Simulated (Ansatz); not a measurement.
# fcc Al (1 1 1) on alpha quartz (0 0 1) (film strained to the substrate, started from cuts of the bulks and a machine-learned relaxation; slabs Si9O16 and Al12, which can lie off the formulas)

A periodic stack without vacuum, fcc Al (1 1 1) on alpha quartz (0 0 1) (film strained to the substrate, started from cuts of the bulks and a machine-learned relaxation; slabs Si9O16 and Al12, which can lie off the formulas): substrate slab Si9O16, film Al12, surface cells [[1, 0], [0, 1]] and [[1, -2], [1, 1]], film strained by +1.4 and +1.4 %, outermost planes Si/Si and Al/Al as cut, which need not be the usual terminations and can put a slab off its formula.

The start was prepared with a machine-learned potential, and the result is one local minimum, with the in-plane cell held and forces under 0.04 eV/Å; the film can end far from its bulk form.

Calculation: PBE (plane waves to 420 eV, PAW; Ansatz, a first-principles code). No spin–orbit coupling; the runs are not spin-polarised; PBE gaps are too small against experiment. Its k-point mesh 7×7×1, Fermi–Dirac width 0.05 eV.

```
Quantity                                                                                   Result
--------------------------------------------------------------------------------  ---------------
interface area                                                                            21.8 Å²
period                                                                                    25.96 Å
heights between the nearest atoms of the two slabs at the two interfaces          1.99 and 2.00 Å
Al–Si contacts across the interfaces within 1.22 times the sum of covalent radii   4, mean 2.53 Å
hole barrier (PBE)                                                                        3.35 eV
electron barrier (PBE)                                                                    2.33 eV
```

```
CELL_PARAMETERS angstrom
      5.02092    -0.00008    -0.04517
     -2.51049     4.34845     0.01092
      2.69412    -1.51965    25.93687
ATOMIC_POSITIONS crystal
  Si 0.92073 0.51393 0.03629
  Si 0.41066 0.59817 0.18253
  Si 0.39024 0.05294 0.11176
  O  0.48595 0.90473 0.15439
  O  0.67404 0.21290 0.06920
  O  0.30642 0.30728 0.14014
  O  0.09274 0.78548 0.08218
  Si 0.86707 0.58182 0.25338
  Si 0.34822 0.68017 0.39487
  Si 0.32107 0.13042 0.32411
  O  0.13406 0.51278 0.22676
  O  0.41801 0.98655 0.36733
  O  0.60251 0.27462 0.28059
  O  0.72185 0.67079 0.20920
  O  0.24913 0.39423 0.35167
  O  0.01100 0.86630 0.29687
  Si 0.80691 0.66537 0.46585
  Si 0.26161 0.75238 0.61155
  Si 0.26162 0.21349 0.53652
  O  0.07120 0.59267 0.43908
  O  0.34045 0.05629 0.58007
  O  0.54942 0.35879 0.49420
  O  0.65780 0.74935 0.42162
  O  0.20342 0.48419 0.56484
  O  0.95277 0.95737 0.50803
  Al 0.88861 0.57948 0.68886
  Al 0.59637 0.92562 0.68804
  Al 0.24097 0.26193 0.69450
  Al 0.87443 0.96149 0.78002
  Al 0.54924 0.29583 0.78076
  Al 0.21126 0.63415 0.77757
  Al 0.85782 0.33612 0.87014
  Al 0.51390 0.65515 0.86732
  Al 0.18049 0.98978 0.86672
  Al 0.79919 0.69136 0.95909
  Al 0.47900 0.01665 0.95328
  Al 0.15806 0.34546 0.95888
```
